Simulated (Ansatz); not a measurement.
Base system: SrO in the rock salt structure (space group Fm-3m, No. 225).

SrO is modelled in the cubic space group Fm-3m (No. 225), the rock salt structure, Pearson symbol cF8. Conventional cell: a = b = c = 5.122 Å, α = β = γ = 90.00°. Sr on 4a is surrounded by 6 O at 2.561 Å (octahedral). O on 4b is surrounded by 6 Sr at 2.561 Å (octahedral). (Neighbours: up to the widest gap in distance over summed covalent radii, below 1.35, at either atom; cation-cation and far metal-metal contacts left out.)
(The calculation used a cell of 2 atoms; values per cell refer to that cell.)

All numbers come from Kohn–Sham DFT with the PBEsol functional, run in Ansatz (a first-principles code) with PAW and 420 eV plane waves, scalar-relativistic without spin-orbit coupling.

For the base:

The electron mass comes out as 1.2 mₑ along k, 0.39 mₑ across (at X). The smallest direct gap is 3.26 eV and the band gap is 3.20 eV.

Now apply this change: every lattice vector is stretched by 2.00 %; the atoms relax in the strained cell.

Question: What happens to the electron mass?

Answer: The electron mass goes from 1.2 mₑ along k, 0.39 mₑ across (at X) to 1.2 mₑ along k, 0.40 mₑ across (at X).

Question: Estimate the effect on the energy relative to the base.

Answer: The energy goes up by 17 meV/atom.

Question: Estimate the effect on the smallest direct gap.

Answer: The smallest direct gap goes up by 0.072 eV (3.26 eV → 3.34 eV).

Question: Predict the new band gap.

Answer: The band gap goes up by 0.03 eV to 3.23 eV.

Effective masses come from finite differences of ±0.01 Å⁻¹. Along k means along the line from Γ to the band edge. Stability against distortions was not tested.
